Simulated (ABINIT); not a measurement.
ABINIT run on SbAs (R3m, 2 atoms in the cell): self-consistent single point.

Level of theory: LDA (PW92), norm-conserving pseudopotentials (PseudoDojo nc-sr-04 LDA standard) (plane waves; ABINIT).

```
CELL_PARAMETERS angstrom
      2.03272     1.17359     3.71659
     -2.03272     1.17359     3.71659
      0.00000    -2.34718     3.71659
ATOMIC_POSITIONS crystal
  Sb 0.22910 0.22910 0.22910
  As 0.77090 0.77090 0.77090
```

Reference input (self-consistent single point, DFT, PBEsol, plane waves, norm-conserving pseudopotentials (PseudoDojo nc-sr-04 PBEsol standard)): pseudos = [Sb.upf, As.upf]; ecut = 42 Ha; occopt = 3; tsmear = 0.1 eV; ngkpt = 7 7 7; nshiftk = 1; shiftk = 0 0 0; potentials = PseudoDojo nc-sr-04 PBEsol standard; nband = 21; kptopt = 1; nstep = 60; tolvrs = 1e-12. This run's input differs from it in these lines:

```diff
@@ -1,2 +1,2 @@
-# SbAs, PseudoDojo nc-sr-04 PBEsol standard
+# SbAs, PseudoDojo nc-sr-04 LDA standard
 pp_dirpath "./"
```

Its files differ too (potentials: PseudoDojo nc-sr-04 PBEsol standard → PseudoDojo nc-sr-04 LDA standard).

Output, abridged:

```
--- !BeginCycle
solver: {iscf: 7, nstep: 60, nline: 4, wfoptalg: 0, }
tolerances: {tolvrs: 1.00E-12, }
...

     iter   Etot(hartree)      deltaE(h)  residm     vres2
 ETOT  1  -195.32743645821    -1.953E+02 1.710E+00 2.181E+01
 ETOT  2  -196.66830300348    -1.341E+00 8.381E-02 9.325E+01
 ETOT  3  -196.67623927088    -7.936E-03 1.498E-02 1.953E+01
 ETOT  4  -196.67841644283    -2.177E-03 5.121E-03 1.854E+00
 ETOT  5  -196.67858836180    -1.719E-04 1.490E-03 5.737E-02
   [... 4 lines left out ...]
 ETOT 10  -196.67859400106    -1.816E-11 1.297E-03 3.502E-10
 ETOT 11  -196.67859400107    -2.984E-12 1.353E-03 8.161E-11
 ETOT 12  -196.67859400107     1.222E-12 6.848E-04 5.433E-12
 ETOT 13  -196.67859400107    -1.364E-12 5.624E-04 1.363E-13
 At SCF step   13       vres2   =  1.36E-13 < tolvrs=  1.00E-12 =>converged.

 Cartesian components of stress tensor (hartree/bohr^3)
  sigma(1 1)=  9.61736398E-05  sigma(3 2)=  2.26313239E-12
  sigma(2 2)=  9.61736402E-05  sigma(3 1)=  0.00000000E+00
  sigma(3 3)=  1.25124434E-04  sigma(2 1)=  0.00000000E+00

 ----iterations are completed or convergence reached----

 reduced coordinates (array xred) for    2 atoms
       0.229100000000      0.229100000000      0.229100000000
       0.770897000000      0.770897000000      0.770897000000
 cartesian forces (eV/Angstrom) at end:
    1      0.00000000000000     0.00000000039816     0.00641669450938
    2     -0.00000000000000    -0.00000000039816    -0.00641669450938
 frms,max,avg= 3.7046803E-03 6.4166945E-03   0.000E+00  0.000E+00 -3.697E-07 e/A
   [... lines left out ...]
 Fermi (or HOMO) energy (hartree) =   0.21392   Average Vxc (hartree)=  -0.38773
 Fermi (or HOMO) energy (eV) =   5.82110   Average Vxc (eV)= -10.55056
   [... lines left out ...]
total_energy        : -1.96678594001067E+02
total_energy_eV     : -5.35189671840811E+03
band_energy         : -1.97307139384900E+01
...

-Cartesian components of stress tensor (GPa)         [Pressure= -3.1134E+00 GPa]
- sigma(1 1)=  2.82952570E+00  sigma(3 2)=  6.65836425E-08
- sigma(2 2)=  2.82952571E+00  sigma(3 1)=  0.00000000E+00
- sigma(3 3)=  3.68128731E+00  sigma(2 1)=  0.00000000E+00

 Calculation completed.
```

The run converged in 13 iterations. Against the reference run the pressure goes from -1.83 to -3.11 GPa and the largest force goes from 0.103 to 0.006 eV/Å.

The starting cell comes from a database of computed structures (which also holds hypothetical and non-ambient phases and stackings), without a prior relaxation at this level. With a pressure of about -3 GPa the cell is away from its equilibrium volume at this level. The run gives no clean gap (levels at the Fermi energy touch, overlap or are partly filled at this smearing), which alone does not show that the compound is a metal.

Cost on one core of a shared machine: roughly 5 min.
